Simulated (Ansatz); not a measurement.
Consider BaTiO$_{3}$ in the cubic perovskite structure (space group Pm-3m, No. 221; a = 3.970 Å).

Computed with PBEsol (Ansatz, an electronic-structure program; PAW; 420 eV plane waves; no spin-orbit coupling).

| level | band gap |
|---|---|
| PBEsol | 1.82 eV |

Measured: band gap 3.2 eV (temperature not stated; as listed in Yu-ichiro Matsushita, Kazuma Nakamura, Atsushi Oshiyama, Physical Review B (2011)).

Computed minus measured — band gap: PBEsol -1.38 eV. Measured values not marked as corrected hold thermal and zero-point effects that the static-lattice runs lack. A measured gap can be an optical one, lowered by exciton binding. Levels without spin-orbit coupling miss its effect on the gap.

Whether these cells are dynamically stable was not tested. All final runs are without spin polarisation. Many cubic perovskites are stable only at high temperature; tilts and polar distortions were not tested. This is not the structure that BaTiO3 has at room temperature and ambient pressure.
